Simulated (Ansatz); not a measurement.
## A computed series for ZnSe: response to strain

Base system: ZnSe in the zinc blende structure (space group F-43m, No. 216; a = 5.633 Å). Axes: x, y, z lie along the cube axes.

Strains are applied to the cell and any free atomic positions relax; under biaxial strain the out-of-plane vector relaxes too.

Method: PBEsol (Ansatz, a first-principles code, PAW, no spin-orbit coupling).

Notes on the quantities. energy relative to the base: free energy F.

```tsv
biaxial strain, plane normal [001], relaxed out of plane (%)	energy relative to the base (meV/atom)
-3	10.6
-2.5	7.3
-2	?
-1.5	2.6
-1	1.1
-0.5	0.3
0	0.0
```

Q: Fit ΔE = Aε² + Bε³ (ε in %) to the rows shown and predict the withheld row.

A: Least squares on the printed values gives A = 1.12 and B = -0.020 meV/atom (largest residual 0.0 meV/atom); this predicts 4.6 meV/atom, and the run gives 4.6 meV/atom, in agreement.

Whether these cells are dynamically stable was not tested.
